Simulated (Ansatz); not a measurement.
MgTe: isotropic strain −0.60 %

The parent structure is MgTe in the wurtzite structure (space group P6_3mc, No. 186; a = 4.6089 Å, c = 7.5001 Å).

It is then changed as follows: the cell is scaled by 0.9940 in all directions; the atoms relax in the strained cell.

Calculations: Ansatz (a quantum-chemistry and plane-wave program) PBE, without spin-orbit coupling. Γ-centred 8×8×5 mesh, Fermi–Dirac width 0.05 eV.

```tsv
quantity	base	changed	shift
volume per atom	34.49 Å³	33.88 Å³	-0.617 Å³
space group	P6_3mc (No. 186)	P6_3mc (No. 186)	–
shortest interatomic distance	2.818 Å	2.801 Å	-0.017 Å
energy relative to the base (free energy F)	0 meV/atom	+1.2 meV/atom	+1.2 meV/atom
pressure (mean of the normal stresses, compression positive)	-0.01 GPa	0.63 GPa	+0.635 GPa
band gap (an upper bound: an edge found on the path is not a true extremum; both cells)	2.37 eV	2.45 eV	+0.08 eV
```

Final structure:

```
CELL_PARAMETERS angstrom
      4.58123     0.00000     0.00000
     -2.29061     3.96746     0.00000
      0.00000     0.00000     7.45508
ATOMIC_POSITIONS crystal
  Mg 0.33333 0.66667 0.99978
  Mg 0.66667 0.33333 0.49978
  Te 0.33333 0.66667 0.37622
  Te 0.66667 0.33333 0.87622
```

Spin-orbit coupling, missing from the scalar runs, can matter with Te. No phonon test of stability was made.
